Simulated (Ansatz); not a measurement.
Base system: Ru in the hcp (Mg type) structure (space group P6_3/mmc, No. 194).

Ru is taken in the hexagonal space group P6₃/mmc (No. 194), the hcp (Mg type) structure, Pearson symbol hP2. Cell: a = b = 2.706 Å, c = 4.262 Å, α = β = 90.00°, γ = 120.00°. Ru on 2d is surrounded by 12 Ru at 2.642–2.706 Å (anticuboctahedral). (Neighbours: up to the widest gap in distance over summed covalent radii, below 1.35, at either atom.)

Computed with Kohn–Sham DFT with the r2SCAN functional, run in Ansatz (a first-principles code) with PAW and 500 eV plane waves, spin-orbit coupling left out, earlier PAW set.

Before the change:

```
Quantity                        Result
-----------------------------  -------
Shortest interatomic distance  2.642 Å
```

The change: every Ru is replaced by Re, then cell and atoms are relaxed.

Tabulated Pauling electronegativity and covalent radius: Ru 2.20, 1.46 Å; Re 1.90, 1.51 Å.

**Question.** How does this affect the shortest interatomic distance?

**Answer.** The shortest interatomic distance goes up by 0.099 Å, from 2.642 Å to 2.741 Å.

Stability against distortions was not tested. The final runs are not spin-polarised.
